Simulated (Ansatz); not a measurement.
## Carrier properties of ZnS under load (space group I-4m2)

Here is the system:

```xyz
2
Lattice="0.0000 2.8107 2.5107 2.8107 0.0000 2.5107 2.8107 2.8107 0.0000" Properties=species:S:1:pos:R:3 pbc="T T T"
Zn     0.0000     0.0000     0.0000
S      1.4054     1.4054     1.2554
```

Level of theory: r2SCAN with spin-orbit coupling, rigid bands (plane waves, PAW; Ansatz, a first-principles code). Condition of this run: biaxial stress in (001) of -4 GPa (compression positive) (the target of the relaxation). Geometry: cell and atoms relaxed with PBEsol, then loaded as said.

```
Property                                                                Value
--------------------------------------------  -------------------------------
band gap                                                              2.40 eV
electron conductivity mass (300 K, dilute)                           0.200 mₑ
hole conductivity mass (300 K, dilute)        0.79 (x), 0.79 (y), 0.37 (z) mₑ
effective density of states N_c (300 K)                           2.1e18 cm⁻³
effective density of states N_v (300 K)                           1.1e19 cm⁻³
density-of-states mass, electrons                                    0.194 mₑ
density-of-states mass, holes                                         0.56 mₑ
Seebeck coefficient, n-type 1e19 cm⁻³, 300 K                        -114 μV/K
Seebeck coefficient, p-type 1e19 cm⁻³, 300 K                         243 μV/K
```

Rigid bands; masses and Seebeck coefficients take one relaxation time τ for all states and one kind of carrier; polarons and phonon drag are left out. Geometry: cell and atoms relaxed with PBEsol.
